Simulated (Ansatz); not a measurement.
AlN under load (space group P6_3mc), Ansatz (a first-principles code) with r2SCAN with spin-orbit coupling, rigid bands. Condition of this run: uniaxial stress along c of -4.5 GPa (compression positive) (the target of the relaxation). Band gap 4.83 eV, N_c = 4.41e18 cm⁻³ and N_v = 8.57e19 cm⁻³ at 300 K, conductivity masses along x (a = (3.11, 0.00, 0.00) Å; b = (-1.55, 2.69, 0.00) Å; c = (0.00, 0.00, 5.05) Å) of 0.319 mₑ (electrons) and 3.84 mₑ (holes). Take k_BT = 0.02585 eV.

Problem. What thermal injection velocity √(2k_BT/πm) limits a ballistic channel along the direction named?

Solution. 9.53e6 cm/s for electrons and 2.75e6 cm/s for holes, a ratio of √(m_h/m_e) = 3.47, for dilute carriers.

Problem. Find the intrinsic carrier density and the intrinsic Fermi level.

Solution. n_i = √(N_c N_v) exp(−E_g/2k_BT) = 1.94e19 × exp(−93.42) = 5.2e-22 cm⁻³. The level lies (k_BT/2) ln(N_v/N_c) = 38 meV from mid-gap (positive towards the conduction band). Each 0.1 eV added to the gap lowers n_i by a factor of 6.9.

Problem. A film of it is 5 nm thick, with its normal along the direction named. Estimate the confinement energies in an infinite well.

Solution. ħ²π²/(2m t²) = 0.376 eV·nm²/(m/mₑ × t²) gives 47.2 meV for electrons and 3.92 meV for holes, so the gap would widen to about 4.88 eV. Finite barriers and nonparabolic bands lower this, and with several valleys or bands the heaviest mass along the normal sets the lowest level, not this average.

Rigid bands with the computed gap; masses take one relaxation time for all states. Geometry: cell and atoms relaxed with PBEsol.
